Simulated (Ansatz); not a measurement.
Ansatz (a program for electronic structure) run on Ca3Cu2O6 (Cm, 11 atoms in the cell): self-consistent single point.

Method: LDA (PW92), default PAW files made with PBE (plane waves; Ansatz).

```
CELL_PARAMETERS angstrom
      6.25587    -1.84038     0.00000
      6.25587     1.84038     0.00000
     -1.83373     0.00000     6.47988
ATOMIC_POSITIONS crystal
  Ca 0.84309 0.84309 0.18025
  Ca 0.84172 0.84172 0.66046
  Ca 0.14841 0.14841 0.82714
  Cu 0.50706 0.50706 0.01591
  Cu 0.51289 0.51289 0.49384
  O  0.98677 0.98677 0.97459
  O  0.99118 0.99118 0.51350
  O  0.35711 0.35711 0.41645
  O  0.34624 0.34624 0.93328
  O  0.65547 0.65547 0.04562
  O  0.66091 0.66091 0.61439
```

Reference input (self-consistent single point, DFT, LDA (PW92), plane waves, default PAW files made with PBE): basis.ecutwfc = 420 eV; kpoints.mp_grid.grid = 6 6 4; hamiltonian.xc = lda; hamiltonian.pseudopotentials = {kind: paw} (the program's default PAW files); scf.occupations.method = methfessel_paxton; scf.occupations.width = 0.2 eV. This run's input differs from it in these lines:

Ansatz 0.2 input:
```diff
@@ -18,3 +18,3 @@
 basis:
-  ecutwfc: 420.0
+  ecutwfc: 250.0
 kpoints:
```

Output (repeated stretches shortened):

```
SCF iter   1: F=—  HF=-21750.357048 eV  |F-HF|=—  |Δ(HF+E_count)|=         —  Δρ=6.55e-2  dr2=3.10e0  ethr=1.77e-3  ⟨swp⟩=8.4  Hψ=12469  notcnv=0  defer=9
all-band conjugate gradients solve this SCF's bands
preconditioner: auto → LDOS
SCF iter   2: F=—  HF=-21752.195854 eV  |F-HF|=—  |Δ(HF+E_count)|=    1.84e0  S|Δr|=    0.00e0  Δρ=1.31e-1  dr2=1.51e1  ethr=1.77e-3  ⟨swp⟩=3.0  Hψ=7218  notcnv=0  defer=219  recentre
   [... lines left out ...]
SCF iter  13: F=—  HF=-21748.639399 eV  |F-HF|=—  |Δ(HF+E_count)|=   5.03e-7  S|Δr|=    0.00e0  Δρ=2.12e-5  dr2=9.27e-7  ethr=4.50e-9  ⟨swp⟩=2.3  Hψ=3387  notcnv=0  defer=158
SCF iter  14: F=—  HF=-21748.639399 eV  |F-HF|=—  |Δ(HF+E_count)|=   9.99e-8  S|Δr|=    0.00e0  Δρ=8.54e-6  dr2=1.19e-7  ethr=8.91e-10  ⟨swp⟩=2.8  Hψ=4636  notcnv=0  defer=158
SCF iter  15: F=-21748.639399 eV  HF=-21748.639399 eV  |F-HF|=4.33e-8  |Δ(HF+E_count)|=   9.28e-9  S|Δr|=    0.00e0  Δρ=5.24e-6  dr2=4.79e-8  ethr=9.62e-11  ⟨swp⟩=10.7  Hψ=11040  notcnv=0
SCF 1 converged in 15 iterations: F = -21748.639399 eV  dr2 = 4.79e-8
Stability not checked (fill_not_monotonic)
Free energy (F): -21748.639399 eV
Internal energy: -21748.636370 eV  (E = F + TS)
E sigma→0 (E₀):  -21748.638641 eV
Entropy (-TS):   -0.003029 eV (-0.275 meV/atom)
Fermi energy:    6.440124 eV
--- Forces (eV/Å), atoms counted from 1 ---
  atom   1  Ca     0.11613234     0.00000000    -0.03964954
  atom   2  Ca     0.07218398    -0.00000000     0.07898401
  atom   3  Ca    -0.10627997     0.00000000    -0.01304983
  atom   4  Cu    -0.88190599     0.00000000    -0.42217804
   [... lines left out ...]
  atom  11  O     -0.23794160     0.00000000     0.08334795
--- Stress (GPa, compression-positive) ---
       -8.232239       0.000000      -0.795554
        0.000000      -6.890004       0.000000
       -0.795554       0.000000      -5.265823
  P = ⅓ Tr σ = -6.7960 GPa (-67.960 kbar)
  The stress holds the Pulay correction. Without it, at fixed plane waves, as pw.x and ABINIT print it: P = -100.3049 GPa
```

The run converged in 15 iterations. Against the reference run the free energy goes up by 1.58 eV/atom, the pressure goes from -7.67 to -6.80 GPa and the largest force goes from 0.519 to 0.978 eV/Å.

The starting cell comes from a database of computed structures (which also holds hypothetical and non-ambient phases and stackings), without a prior relaxation at this level. Its lattice was rescaled by a random factor within 2.5 % of one. Spin polarisation is off, so a magnetic state, if there is one, cannot be reached. Ansatz's pressure includes its estimate of the finite-basis (Pulay) stress. Without the estimate this run gives -100.30 GPa. The cutoff lies below the one recommended for these files. The run gives no clean gap (levels at the Fermi energy touch, overlap or are partly filled at this smearing), which alone does not show that the compound is a metal.

Cost on one core of a shared machine: roughly 30 s.
